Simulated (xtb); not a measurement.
xtb 6.7.1, GFN2-xTB: Zr(OH)3(NMe2) (C[N](C)[Zr]([OH])([OH])[OH]), 16 atoms. The geometry is a generated start, not checked to be a minimum at this level.

- run flags: --grad
- method: GFN2-xTB
- --acc: 1 (default)
- --etemp (K): 300 (default)
- basis functions: 43
- valence electrons: 44

```xyz
16

Zr     0.4572     1.0444    -0.0788
O      2.0478     1.3175    -1.0757
H      2.7247     1.9797    -0.8877
O      0.7246     0.8627     1.7941
H      0.1802     1.4518     2.3391
O     -0.7920     2.4588    -0.2962
H     -0.6741     3.1191    -0.9924
N     -0.4179    -0.6844    -0.6753
C     -1.5952    -0.9031     0.1666
C      0.5740    -1.7301    -0.4082
H     -2.1007    -1.8410    -0.1211
H     -1.3266    -0.9813     1.2467
H     -2.3011    -0.0702     0.0247
H      0.8700    -1.7594     0.6671
H      0.1678    -2.7213    -0.6728
H      1.4613    -1.5431    -1.0302
```

Charge 0 and multiplicity 1 are set for this test and not shown to be the ground state.

One run each on 1 thread. Values of broydamp tried: 0.02, 0.05, 0.1, 0.2, 0.4 (default), 0.6, 0.8, 1.

Predict the course of the SCC iterations along this series.

Fewest SCC iterations: 0.6 with 11. The count rises to 22 at 0.02. All converge to one solution.

| broydamp | SCC iterations | end |
|---|---|---|
| 0.02 | 22 | same solution |
| 0.05 | 19 | same solution |
| 0.1 | 16 | same solution |
| 0.2 | 15 | same solution |
| 0.4 (default) | 13 | same solution |
| 0.6 | 11 | same solution |
| 0.8 | 13 | same solution |
| 1 | 13 | same solution |
